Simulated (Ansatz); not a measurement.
**A series of runs on YP (R3m, 2 atoms in the cell)**

```yaml
crystal:
  lattice:
    - [1.97671, 1.14126, 3.38314]
    - [-1.97671, 1.14126, 3.38314]
    - [0.00000, -2.28251, 3.38314]
  atoms:
    - { symbol: Y, position: [0.76240, 0.76240, 0.76240] }
    - { symbol: P, position: [0.23760, 0.23760, 0.23760] }
```

Base run A: PBE run with Ansatz (a quantum-chemistry and plane-wave program), self-consistent single point.

Its settings: kpoints.mp_grid.grid = 10 10 10; kpoints.mp_grid.shift = 0.5 0.5 0.5; hamiltonian.xc = pbe; hamiltonian.pseudopotentials = {kind: paw} (the program's default PAW files); scf.occupations.method = fermi_dirac; scf.occupations.width = 0.0073 Ry.

The starting cell was generated: these elements placed on a structure prototype, without a prior relaxation; it need not be a known phase or ordering of this composition. In the base run, forces exceed 1 eV/Å. Ansatz's pressure includes its estimate of the finite-basis (Pulay) stress.

```json
[
 {"run": "A", "change": "base", "pressure (GPa)": "1.63", "largest force (eV/Å)": "1.204"},
 {"run": "B", "change": "hamiltonian.pseudopotentials: {kind: paw} (the program's default PAW files) → {kind: paw, source: ansatz}", "pressure (GPa)": "1.64", "largest force (eV/Å)": "1.205"},
 {"run": "C", "change": "hamiltonian.pseudopotentials: {kind: paw} (the program's default PAW files) → {kind: paw, level: accurate}", "pressure (GPa)": "1.62", "largest force (eV/Å)": "1.204"},
 {"run": "D", "change": "hamiltonian.pseudopotentials: {kind: paw} (the program's default PAW files) → {kind: nc, source: ansatz}", "pressure (GPa)": "1.59", "largest force (eV/Å)": "1.203"}
]
```

Run C against A: The pressure hardly changes (1.63 to 1.62 GPa) and the largest force stays at 1.204 eV/Å.

Run D against A: The pressure hardly changes (1.63 to 1.59 GPa) and the largest force moves little (1.204 to 1.203 eV/Å).

Run B against A: The pressure moves little (1.63 to 1.64 GPa) and the largest force hardly changes (1.204 to 1.205 eV/Å).

Left out of this page: 2 runs of the series on a method kept out of this collection.

Keys are those of Ansatz 0.2.
